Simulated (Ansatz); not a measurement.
We consider Ca(OH)₂ (P-3m1, No. 164), described by HSE06 in Ansatz (PAW).

Numerical settings: plane-wave cutoff 500 eV, 12×12×4 k mesh (along the axes of the cell as run), gaussian smearing 0.02 eV, scalar-relativistic PAW data made under PBE.

Cell (relaxed at this level):

```xyz
5
Lattice="1.7996 -3.1170 0.0000 1.7996 3.1170 0.0000 0.0000 0.0000 4.9833" Properties=species:S:1:pos:R:3 pbc="T T T"
Ca     0.0000     0.0000     0.0000
H      1.7996     1.0390     2.8859
H      1.7996    -1.0390     2.0974
O      1.7996     1.0390     3.8444
O      1.7996    -1.0390     1.1389
```

Task: Predict the band gap.

Result: 
* **band gap**: 5.89 eV (on the SCF k mesh)

Note: the relaxation could not lower the start's symmetry, so the cell can be a saddle point above a distorted one.

Static lattice: no zero-point or thermal effects.

It cost very roughly 24 core-minutes of CPU time.

Ansatz is a first-principles code.
